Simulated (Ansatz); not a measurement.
# Amorphous Si$_{20}$B$_{10}$N$_{30}$

A CHGNet melt-quench gave the starting glass, which DFT then relaxed. N atoms were pushed apart under 1.9 Å during the dynamics, to hinder bonds among them. The hot cell started wider than the set density and was brought back towards it in steps. It is the lowest in DFT energy of 2 quenches. It is a model cell: composition and starting density were chosen by hand, and all elements were melted together. No dispersion term was used. Cycles of charging and discharging annealed it further.

Methods: PBE, scalar-relativistic without spin-orbit coupling (Ansatz, a first-principles code); r2SCAN, scalar-relativistic without spin-orbit coupling (Ansatz); HSE06, scalar-relativistic without spin-orbit coupling (Ansatz). Geometry, pressure, stress and energy are those of the PBE run. Its sampling: a 2×2×2 Γ-centred mesh; Fermi-Dirac width 0.02 eV; no spin polarisation. Other functionals are single points at the zone centre (r2SCAN at 500 eV; exact exchange cut at the cell's faces), free to take moments where seeds were set. The usual formal charges leave 20 electrons over, so the level spacing at the Fermi energy parts defect or band states and needn't be the band gap. At PBE the levels at the filled edge of the gap are localised (band-tail or defect states), and the nearest spread-out levels lie 1.6 eV apart at the zone centre.

- Number of atoms in the cell: 60
- Density (volume relaxed, without dispersion): 2.57 g/cm^3
- Volume per atom: 11.76 Å³
- Pressure on a 2×2×2 Γ-centred mesh: 1.61 GPa
- Largest force and stress component on that mesh (the relaxation ran on the zone centre alone): 0.24 eV/Å and 4.6 GPa
- Energy relative to beta Si3N4 + bulk hexagonal BN (AA') + silicon (lowest mix at this level among the phases computed, not always the ambient ones): 0.448 eV/atom
- Level spacing at the Fermi energy on a 2×2×2 Γ-centred mesh (PBE): 1.21 eV
- Level spacing at the Fermi energy at the zone centre (PBE): 1.33 eV
- Level spacing at the Fermi energy at the zone centre (r2SCAN): 1.54 eV
- Level spacing at the Fermi energy at the zone centre (HSE06): 2.27 eV

Cut-offs for bonds: Si-Si 2.60 Å, Si-B 2.28 Å, Si-N 2.24 Å, B-B 1.97 Å, B-N 1.72 Å, N-N 1.70 Å. Two cations that share two anions don't count as bonded, nor two that share one unless they lie closer than Si-Si 2.38 Å, Si-B 2.09 Å, B-B 1.80 Å.

- Mean coordination of Si by anions = 3.15 (1 with 1, 3 with 2, 8 with 3, 8 with 4); 17 close contacts or bonds to cations besides
- Mean coordination of B by anions = 2.70 (3 with 2, 7 with 3); 3 close contacts or bonds to cations besides
- Mean coordination of N = 3.00 (1 with 2, 28 with 3, 1 with 4)
- Mean Si-N bond = 1.770 Å (spread 0.065 Å, 63 counted)
- Mean B-N bond = 1.455 Å (spread 0.030 Å, 27 counted)

Its density started from a set value of 2.40 g/cm³. Cooling (nominally 630 K/ps over its main leg) ran many orders faster than in experiment, which tends to leave more defects and strain. Values belong to this one cell and scatter from quench to quench. The volume was free in the relaxation, at fixed shape. Stress components on the final sampling reach 4.6 GPa. On a 2×2×2 Γ-centred mesh force components of up to 0.24 eV/Å stay, since the relaxation ran on the zone centre alone. Cycles of charging lowered its energy after that relaxation.
